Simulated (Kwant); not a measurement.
Model system: wire with on-site disorder in a CdTe two-dimensional gas. Effective mass 0.096 mₑ, grid spacing 3.8 nm, hard walls, nominal width 60 nm (15 grid rows, so walls 60.8 nm apart), one parabolic valley, scattering region 120 nm long along x; energies count from the band bottom; Fermi energy swept from 0.00054403 to 0.012376 eV. On-site energies in the scattering region are random, uniform within ±W/2, W = 0.0099 eV, averaged over 12 samples.

Constants are typed, rounded textbook-type inputs, not results; the design itself was drawn at random and stands for no fabricated device.

Computed with Kwant: effective-mass tight-binding model on a square grid, one spin, coherent transport at 0 K. Conductance is in e²/h.

Problem. How many channels do the leads carry at E = 5.69, 6.20 meV?

Solution. The hard-wall thresholds are n² ħ²π²/(2mW²) = n² × 1.06 meV with W = 60.8 nm. √(5.69/1.06) = 2.32, so 2. √(6.20/1.06) = 2.42, so 2.
